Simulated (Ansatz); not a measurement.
# RuAl: energy against strain

RuAl (CsCl type, Pm-3m, 13.192 Å³/atom at rest, cube axes along x, y and z) under a strain ε along a cube axis (axis z), the other axes held. PBEsol in Ansatz, a plane-wave DFT program (PAW, default set), 420 eV, 19×19×19 Γ-centred mesh, Fermi-Dirac smearing 0.10 eV; ions are relaxed within the symmetry of each cell.

Here s stands for strain and y for E less E0.

| strain (%) | E less E0 (meV/atom) |
|---|---|
| -3.00 | ? |
| -1.50 | 2.97 |
| -1.00 | 1.25 |
| -0.50 | 0.26 |
| 0.00 | 0.00 |
| 0.50 | 0.43 |
| 1.00 | 1.51 |
| 1.50 | 3.25 |

Question: Fit y against s with a parabola, and predict the withheld value at s = -3.00.

Answer: Least squares gives y = -0.001 + 0.1093·s + 1.3824·s². Residuals (row less fit): 0.025, -0.022, -0.030, 0.001, 0.031, 0.019, -0.023; standard error 0.031 (degrees of freedom: 4). Twice the quadratic coefficient over the volume, 2 × 1.3824 meV × 10⁴ × 0.1602 / 13.192 Å³, is the elastic constant C11 = 336 ± 3 GPa. At the withheld row, y = -0.001 + 0.1093 × (-3.0) + 1.3824 × (-3.0)² = 12.113 meV/atom. The calculation gives 12.86 meV/atom, 0.747 meV/atom above the prediction (5.8 % of the range of y in the table). The row lies outside the fitted rows, so this is an extrapolation. From the scatter of the fitted rows alone, a prediction at this place has a standard error of 0.119 meV/atom, so the miss is 6.3 times that.

One order more, fitted to all 13 runs of the series, follows each within 0.01, so the miss is the next term of a smooth law. In a metal these values are sensitive to mesh and smearing; energies are taken to zero smearing, stresses follow the free energy. Rows are the converged runs of the series near zero and its far end; series whose fitted rows scatter by over a few per cent of the range, as at a crossing or softening among them, aren't shown in this form. Most that stay on the fit to the last digits aren't either.
